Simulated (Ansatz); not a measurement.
Seebeck coefficient (μV/K, mean over directions) of n-type AlP (F-43m) against carrier density, Ansatz (a quantum-chemistry and plane-wave program) with PBEsol with spin-orbit coupling, rigid bands. Computed gap 1.43 eV; densities at which minority carriers matter at this gap, or further valleys turn the trend, are left out. Conductivity mass 0.33 mₑ (harmonic mean over directions), N_c = 1.7e19 cm⁻³ at 300 K.

```
electron density  300 K  500 K
----------------  -----  -----
1e16 cm⁻³          -853   -921
1e17 cm⁻³          -655   -722
1e18 cm⁻³          -457   -524
3e18 cm⁻³          -363   -430
1e19 cm⁻³          -262      ?
3e19 cm⁻³          -177   -238
1e20 cm⁻³             ?   -148
3e20 cm⁻³           -52    -86
1e21 cm⁻³           -28    -47
```

Task: What belongs in the gaps?

Result: 
- 1e19 cm⁻³, 500 K: -328
- 1e20 cm⁻³, 300 K: -99

Rigid bands with a gap fixed in temperature, one relaxation time for all states, no polarons or phonon drag, and whether or not such doping can be reached.
